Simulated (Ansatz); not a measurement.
hypothetical P6_3/mmc PbI2 with two functionals, 3 layers

Take PbI2 in the 2H-MoS2 type structure (space group P6_3/mmc, No. 194; a = 4.3977 Å, c = 14.8453 Å; a hypothetical phase, not in the database extracts checked) as the base.

(Cell as relaxed with PBE-D3(BJ).)

Levels (all Ansatz, a first-principles code, PAW, earlier PAW set): PBE-D3(BJ) (420 eV, no spin-orbit coupling); PBEsol-D3(BJ) (420 eV, spin-orbit coupling left out).

Each level relaxes its own structure.

| base | PBE-D3(BJ) | PBEsol-D3(BJ) |
|---|---|---|
| volume per atom | 41.44 Å³ | 37.85 Å³ |
| lattice parameter a | 439.8 pm | 427.3 pm |
| band gap | 1.99 eV | 1.39 eV |

It is then changed as follows: a free-standing slab of 3 layers (9 atoms, 3 a layer) is cut normal to the stacking axis, with 15 Å of vacuum and the in-plane cell relaxed.

```json
[
 {"quantity": "shortest interatomic distance", "PBE-D3(BJ)": "326.2 pm", "PBEsol-D3(BJ)": "?"},
 {"quantity": "excess energy per area of both faces (slab less bulk energy over the cell's area: twice a surface energy)", "PBE-D3(BJ)": "0.21 J/m²", "PBEsol-D3(BJ)": "?"},
 {"quantity": "thickness between the outermost nuclei", "PBE-D3(BJ)": "18.96 Å", "PBEsol-D3(BJ)": "?"},
 {"quantity": "in-plane lattice parameter a", "PBE-D3(BJ)": "439.9 pm", "PBEsol-D3(BJ)": "?"}
]
```

Question: Given the PBE-D3(BJ) results, estimate those of PBEsol-D3(BJ).

Answer: 
- shortest interatomic distance, PBEsol-D3(BJ): 320.3 pm
- excess energy per area of both faces (slab less bulk energy over the cell's area: twice a surface energy), PBEsol-D3(BJ): 0.36 J/m²
- thickness between the outermost nuclei, PBEsol-D3(BJ): 18.47 Å
- in-plane lattice parameter a, PBEsol-D3(BJ): 427.7 pm

PBE-D3(BJ)'s shortest interatomic distance lies 5.9 pm above PBEsol-D3(BJ)'s (1.8 %); PBE-D3(BJ)'s excess energy per area of both faces lies 0.15 J/m² below PBEsol-D3(BJ)'s; PBE-D3(BJ)'s thickness between the outermost nuclei lies 0.49 Å above PBEsol-D3(BJ)'s; PBE-D3(BJ)'s in-plane lattice parameter a lies 12.2 pm above PBEsol-D3(BJ)'s. Neither level is exact; PBEsol-D3(BJ) is the comparison here, not a measurement.

Slab and bulk use different k-meshes, which limits the precision of the excess energy. With I and Pb present, leaving out spin-orbit coupling can change the band edges. Stability against distortions was not tested.
